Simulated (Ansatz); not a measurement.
**SnSiO3 (model structure, started from the tetragonal perovskite type, P4mm, No. 99, 5 atoms in the cell): equilibrium lattice constant a by level of theory**

No measured value is used here.

```json
[
 {"level (code)": "LDA (Ansatz)", "value (Å)": "3.443"},
 {"level (code)": "PBEsol (Ansatz)", "value (Å)": "3.466"},
 {"level (code)": "r²SCAN (Ansatz)", "value (Å)": "3.465"}
]
```

Cutoffs differ between the levels. Ansatz's density-functional and Hartree–Fock values are scalar-relativistic unless marked +SOC, with PAW data made under PBE.

A model structure was made by putting elements into a prototype or built by hand; it is no filed structure, need not be a known phase, and can be a saddle point held by its symmetry.

Ansatz is an electronic-structure program.
